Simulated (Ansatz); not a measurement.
Defect: Nb-vacancy pair (Nb on one host Al site, one Al site vacant) in fcc Al, neutral cell. Method: PBE, PAW (plane waves to 420 eV; Ansatz, a program for electronic structure).

Cell of 32 host sites held at the relaxed PBE lattice; a 3×3×3 k-point mesh shifted by half a step; Fermi-Dirac width 0.10 eV, spin-restricted; finite-size errors left in. No zero-point or tunnelling terms. Forms of the defect that were not tried may lie lower.

Barriers: single points on a 5×5×5 k-point mesh shifted by half a step at the bands' geometries (they differ from the bands' own by up to 0.10 eV, and are uncertain by about as much).

Relaxed starting cell (atoms counted from 1):

```xyz
31
Lattice="8.0839 0.0000 0.0000 0.0000 8.0839 0.0000 0.0000 0.0000 8.0839" Properties=species:S:1:pos:R:3 pbc="T T T"
Nb     0.0015    -0.0406    -0.0348
Al     0.0010     0.0594     3.9912
Al     0.0013     3.9853     0.0654
Al     0.0014     4.0211     4.0265
Al     4.0437    -0.0018     0.0043
Al     4.0432     0.0107     4.0386
Al     4.0432     4.0324     0.0169
Al     4.0434     4.0836     4.0892
Al     0.0013     2.0004     6.0880
Al     0.0012     6.0820     2.0056
Al     0.0015     6.0651     6.0715
Al     4.0432     2.0294     2.0360
Al     4.0435     2.0073     6.0963
Al     4.0435     6.0905     2.0134
Al     4.0432     6.0757     6.0818
Al     1.9683     0.0481     2.0079
Al     2.0187    -0.0021     6.0813
Al     1.9979     4.0326     2.0503
Al     2.0098     4.0425     6.0979
Al     6.1186     0.0484     2.0081
Al     6.0681    -0.0025     6.0817
Al     6.0884     4.0326     2.0509
Al     6.0766     4.0426     6.0980
Al     1.9686     2.0019     0.0539
Al     1.9977     2.0452     4.0379
Al     2.0188     6.0759     0.0033
Al     2.0093     6.0923     4.0480
Al     6.1186     2.0022     0.0546
Al     6.0887     2.0450     4.0385
Al     6.0679     6.0756     0.0035
Al     6.0770     6.0922     4.0486
```

End state 1 differs by these moves (Å; atoms that move under 0.08 Å are left out):

| atom | element | Δx | Δy | Δz |
|---|---|---|---|---|
| 1 | Nb | 0.00 | 2.12 | 2.12 |

### Question
Predict the forward and backward barriers to end state 1 from PBE, PAW.

### Answer
forward 1.53 eV, backward 1.53 eV; at the saddle point atom 1 has neighbours 4 Al at 2.67, 2 Al at 3.04, 2 Al at 3.06 Å. The saddle point's order was not checked, and it lies on a symmetry element of the cell, where a band can be held.
